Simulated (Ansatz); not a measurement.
System: fluorite PtAl2. Method: r²SCAN-D4 (PAW; Ansatz, an electronic-structure program).

Run with plane-wave cutoff 560 eV, 16×16×16 k mesh, Fermi–Dirac smearing 0.05 eV, scalar-relativistic PAW data made under PBE.

Computed at the level's own relaxed cell.

Problem. What does this level give for the equilibrium volume per atom, bulk modulus B0, lattice parameter a and pressure derivative B′ of the bulk modulus?

Solution. 
- equilibrium volume per atom = 17.01 Å³/atom
- bulk modulus B0 = 145 GPa
- lattice parameter a = 5.887 Å
- pressure derivative B′ of the bulk modulus = 4.4

The run finds no gap.

Measured, for comparison: lattice constant a 5.91 Å (temperature not stated, copied from a table, unchecked, not corrected to a static lattice; as tabulated in Crystal Structures 1, 239 (1963)). Computed (rounded) less measured: lattice constant a not scored (unchecked). A static lattice is as a rule a little smaller and stiffer than an uncorrected measurement, which narrows the difference in the lattice constant a and would widen misses of the other sign.

Spin–orbit coupling is not included.

Computed values are for the static lattice.

It cost about 100 core-seconds (a rough figure) of CPU time.
